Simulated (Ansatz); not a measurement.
# Effect of Sb interstitial (started 2.66 Å from the nearest host atom), symmetric start on InSb

Start from an 8-atom supercell of InSb in the zinc blende structure (space group F-43m, No. 216; a = 6.519 Å) at its relaxed geometry.

Now apply this change: a neutral Sb interstitial (started 2.66 Å from the nearest host atom), symmetric start, atoms relaxed at fixed cell.

Level of theory: Kohn–Sham DFT with the PBEsol functional, run in Ansatz (a program for electronic structure) with PAW and 420 eV plane waves, no spin-orbit coupling. k-mesh 5×5×5 (Γ-centred); smearing 0.05 eV (Fermi–Dirac).

```json
[
 {"quantity": "pressure", "base": "0.0 GPa", "changed": "5.9 GPa", "shift": "+5.9 GPa"},
 {"quantity": "largest displacement of a host atom from its site in the perfect cell", "base": "–", "changed": "0.37 Å", "shift": "–"},
 {"quantity": "final site of the added atom", "base": "–", "changed": "6 In at 2.88–3.69 Å and 4 Sb at 3.00 Å", "shift": "–"}
]
```

Final structure:

```xyz
9
Lattice="-6.5191 0.0000 0.0000 0.0000 0.0000 6.5191 0.0000 6.5191 0.0000" Properties=species:S:1:pos:R:3 pbc="T T T"
Sb    -1.7195     4.9790     4.5753
Sb    -5.0858     1.8262     5.0858
Sb    -4.5753     4.9790     1.7195
Sb    -1.7195     1.3157     1.7195
In    -0.0133    -0.1056     0.0133
In    -3.1540     3.2729     0.0133
In    -3.5197     0.2602     3.5197
In    -0.0133     3.2729     3.1540
Sb    -0.3004     3.5599     0.3004
```

The cell is small, so the values are those of an ordered compound at a high defect concentration; dilute-limit values will differ. The defect started on the symmetric site and kept its symmetry, so it may sit on a saddle. The final runs are not spin-polarised. The defect cell is not spin-polarised.
